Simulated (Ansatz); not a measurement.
Defect calculation: O interstitial in monoclinic HfO2

These are PBE, PAW (plane waves to 420 eV; Ansatz, a program for electronic structure) values and carry that method's errors. Cell: 96 sites, 2×2×2 repeats of a cell of 12 atoms; final energies on a 2×2×2 shifted mesh. Site at the start: void with 3O nearest, no. 1. Energies of charged states are corrected for periodic images (point charge plus alignment at distant sites). Dielectric constants: PBE linear response of the host. Host gap at this level: 4.04 eV. These values are not converged in cell size to better than tenths of an eV. The semilocal functional narrows the gap, so deep levels can fall outside it. Spin–orbit coupling is left out, which matters for these heavy elements. Each state is the lowest found from its start.

Formation energies E_f are given with the Fermi level at the valence-band maximum. Chemical conditions: Hf-rich (Δμ(O) = -5.19 eV; only phases computed here count, gases as isolated molecules at 0 K); O-rich (Δμ(O) = 0.00 eV; only phases computed here count, gases as isolated molecules at 0 K). Reference phases: O: O2 molecule in a box.

The name describes the start; the neighbours show where the atoms ended.

Charges with a result: +1, 0, −1, −2. Others weren't obtained, and one of them could lie lower, also by skipping a charge.

| charge | moment (μB) | point group | largest move off a lattice site (Å) | neighbours of the last O atom of the defect at the end (Å) | image correction with alignment (eV) | E_f, Hf-rich (eV) | E_f, O-rich (eV) | above the lowest spin state (eV) |
|---|---|---|---|---|---|---|---|---|
| +1 | 1.0 | C1 | 0.99 | O 1.42, Hf 2.24, Hf 2.26, Hf 2.33 | 0.17 | 6.83 | 1.64 | 0.00 |
| 0 | 0.0 | C1 | 0.79 | O 1.49, Hf 2.17, Hf 2.25, Hf 2.32, O 2.44 | 0.00 | 6.96 | 1.77 | 0.00 |
| 0 | not spin-polarised | C1 | 0.79 | O 1.49, Hf 2.16, Hf 2.25, Hf 2.32, O 2.44 | 0.00 | 6.96 | 1.77 | 0.00 |
| −1 | 1.0 | C1 | 0.65 | O 2.09, Hf 2.11, Hf 2.21, Hf 2.31, O 2.33 | 0.00 | 8.63 | 3.44 | 0.00 |
| −2 | not spin-polarised | C1 | 0.91 | Hf 2.08, Hf 2.13, Hf 2.17, O 2.35, O 2.40 | 0.15 | 9.69 | 4.50 | 0.00 |

Point groups are those of the whole cell at tolerances of 0.03 and 0.1 Å ("near" where only the looser one holds); none is given for unsettled states.

Starting moments that weren't kept: charge 0 began with 2 μB and ended with 0.0.

Transition levels above the valence-band maximum: ε(+1/0) = 0.13 eV; ε(0/−1) = 1.67 eV; ε(−1/−2) = 1.06 eV. On the lower envelope of the bound states, inside the gap: (+1/0) at 0.13 eV; (0/−2) at 1.37 eV; the others aren't thermodynamic.

Flagged in the runs: a host whose relaxation on this sampling wasn't shown to rest.
